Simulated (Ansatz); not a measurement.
Base system: Rh in the fcc (Cu type) structure (space group Fm-3m, No. 225; relaxed with 0.1 eV smearing).

```yaml
crystal:
  lattice:
    - [0.00000, 1.90077, 1.90077]
    - [1.90077, 0.00000, 1.90077]
    - [1.90077, 1.90077, 0.00000]
  atoms:
    - { symbol: Rh, position: [0.00000, 0.00000, 0.00000] }
```

Cartesian axes are those of the cell as printed.

Computed with Ansatz (an electronic-structure program) r2SCAN, no SOC.

It is then changed as follows: uniaxial strain ε_xx = +3.24 %, all other strain components held at zero, atoms relaxed at fixed cell.

What does the calculation give for the stress after the change?

The stress (xx, yy, zz, yz, xz, xy; compression positive) amounts to (-12.9, -5.6, -5.6, 0.0, 0.0, 0.0) GPa.

Whether these cells are dynamically stable was not tested. All final runs are without spin polarisation. Rh lies near a magnetic instability that expansion can trigger; it was not tested.
